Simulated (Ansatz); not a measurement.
We consider BP (model structure, started from the GeS type, Pnma, No. 62, 8 atoms in the cell), described by r²SCAN (PAW; Ansatz, a quantum-chemistry and plane-wave program).

Run with plane-wave cutoff 560 eV, 8×18×16 k mesh (along the axes of the cell as run), Fermi–Dirac smearing 0.05 eV, scalar-relativistic PAW data made under PBE.

Cell (relaxed at this level):

BP is taken in the orthorhombic space group Pnma (No. 62), Pearson symbol oP8. Lattice parameters: a = 6.264 Å, b = 3.227 Å, c = 5.375 Å, α = β = γ = 90.00°. B on 4c sees 4 P at 1.919–2.027 Å. P on 4c sees 4 B at 1.919–2.027 Å. (Neighbours: up to the widest gap in distance over summed covalent radii, below 1.35, at either atom.)

Task: What does this level give for the band gap and bulk modulus B0?

Result: 
band gap: 0.80 eV (on the SCF k mesh)
bulk modulus B0: 132 GPa

Note: the bulk modulus is −V dP/dV from two relaxed cells at ±2 % in volume; the relaxation could raise the start's symmetry but not lower it, so the cell can be a saddle point.

Static lattice: no zero-point or thermal effects.

Computing time: very roughly 30 core-minutes.

A model structure was made by putting elements into a prototype or built by hand; it is no filed structure, need not be a known phase, and can be a saddle point held by its symmetry.
